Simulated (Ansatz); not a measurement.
# Si (model structure, started from the Ge type, P4₃2₁2, No. 96, 12 atoms in the cell)

These are PBEsol (Ansatz, a program for electronic structure, plane waves, PAW) values and carry that method's errors.

Numerical settings: plane-wave cutoff 520 eV, 6×6×6 k mesh, Fermi–Dirac smearing 0.01 eV, scalar-relativistic PAW data made under PBE.

Cell (relaxed with PBEsol):

Si is modelled in the tetragonal space group P4₃2₁2 (No. 96), Pearson symbol tP12. Cell: a = 5.6337 Å, b = 5.6337 Å, c = 6.7248 Å, α = 90.00°, β = 90.00°, γ = 90.00°. Si1 on 4a sees 4 Si at 2.360–2.371 Å. Si2 on 8b is coordinated by 4 Si at 2.360–2.378 Å. (Neighbours: up to the widest gap in distance over summed covalent radii, below 1.35, at either atom.)

* **band gap**: 1.02 eV (indirect)
* **smallest direct gap on the k points sampled**: 1.35 eV

Note: the relaxation could raise the start's symmetry but not lower it, so the cell can be a saddle point.

A model structure was made by putting elements into a prototype or built by hand; it is no filed structure, need not be a known phase, and can be a saddle point held by its symmetry.
